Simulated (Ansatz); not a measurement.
Response to strain in Pt

Consider Pt in the fcc (Cu type) structure (space group Fm-3m, No. 225; a = 3.895 Å; relaxed with 0.1 eV smearing).

Strains are applied to the cell and any free atomic positions relax.

Level of theory: DFT with LDA, PAW potentials and a 420 eV plane-wave cutoff in Ansatz (a first-principles code), spin-orbit coupling left out.

Notes on the quantities. energy relative to the base: free energy F.

```csv
isotropic strain (%),energy relative to the base (meV/atom)
-3,130.1
-2,?
-1.5,30.4
-1,13.2
0,0.0
0.5,3.1
1,12.1
1.5,26.7
2.5,71.1
```

Question: Fit ΔE = Aε² + Bε³ (ε in %) to the rows shown and predict the withheld row.

Answer: Least squares on the printed values gives A = 12.8 and B = -0.56 meV/atom (largest residual 0.2 meV/atom); this predicts 55.6 meV/atom, and the run gives 55.3 meV/atom, 0.3 lower.

No phonon test of stability was made. All final runs are without spin polarisation. Pt lies near a magnetic instability that expansion can trigger; it was not tested.
